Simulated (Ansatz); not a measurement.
Ansatz (an electronic-structure program), DFT, PBE, plane waves, its default PAW files: W(110) slab of 4 layers, 1x1, atoms displaced, unrelaxed, 4 atoms. Basis and mesh were picked for this test and aren't claimed converged.

cell: 3.17, 2.74, 26.71 Å; 90, 90, 54.7°
distance to the nearest atom: 2.66 to 2.66 Å
task: single point
k mesh: 10×10×1
hamiltonian.xc: pbe
kind of files: paw
scf.occupations.method: fermi_dirac
scf.occupations.width: 0.05 eV
scf.initial_density.chi_scale: 0.1
output.forces: true
binding of workers (--pin): off
k-point pools (--kpoint-pools): 1
memory maximum (--max-ram): 8GiB
accuracy: medium (default)
basis.precision: auto (default)
basis.xc_grid: 2 (default)
scf.eigensolver.kind: auto (default)
scf.convergence.dr2_threshold: 1e-07 (default)
scf.lower_state_search: light (default)
k-points after symmetry: 52
bands at the start: 34
electrons: 56
plane waves at Γ: 3767
cutoff (eV): 420
FFT grid: 24×20×180
symmetry operations: 1

Settings of this run: scf.mixing.algorithm = auto, scf.mixing.preconditioner = kerker, scf.algorithm = auto; 4 threads.

```tsv
iteration	dr2 (eV)	Hψ
1	1.04e1	9371
2	3.77e0	3010
3	1.78e0	13400
4	5.01e-1	2496
5	2.11e-1	2763
6	1.62e-1	2894
7	1.13e-1	2322
8	6.63e-2	2560
9	4.43e-2	2704
10	3.90e-2	2529
11	2.92e-2	2286
12	1.85e-2	2344
13	1.87e-2	2281
14	1.45e-2	2424
15	1.30e-2	2286
16	7.05e-3	2363
17	5.54e-3	2359
18	4.23e-3	2232
19	1.38e-3	2128
20	1.05e-3	2511
21	1.22e-4	2347
22	1.25e-5	2571
23	4.26e-6	2930
24	1.98e-6	2359
25	2.36e-6	2652
26	1.59e-7	2223
27	7.74e-8	6497
```

It converged after 27 SCF iterations.

Problem. Which change of one setting makes this cycle converge in far fewer steps?

Solution. Several could match; the one computed here: scf.mixing.preconditioner = auto (default) (9 SCF iterations) or scf.mixing.preconditioner = ldos (9 SCF iterations), all else kept. The other changes of this size gave: scf.mixing.preconditioner = local_kerker (14); scf.mixing.preconditioner = none (18); scf.mixing.preconditioner = kerker_dos (28); scf.mixing.algorithm = broyden (29). In that run the program took: scf.mixing.algorithm MSR1, scf.mixing.preconditioner LDOS, scf.eigensolver.kind band_cg, --slots 4. The first change moves the result by: energy under 0.001 meV/atom, forces (largest component) 0.13 meV/Å. Counts are of single runs.

Keys are those of Ansatz 0.2.
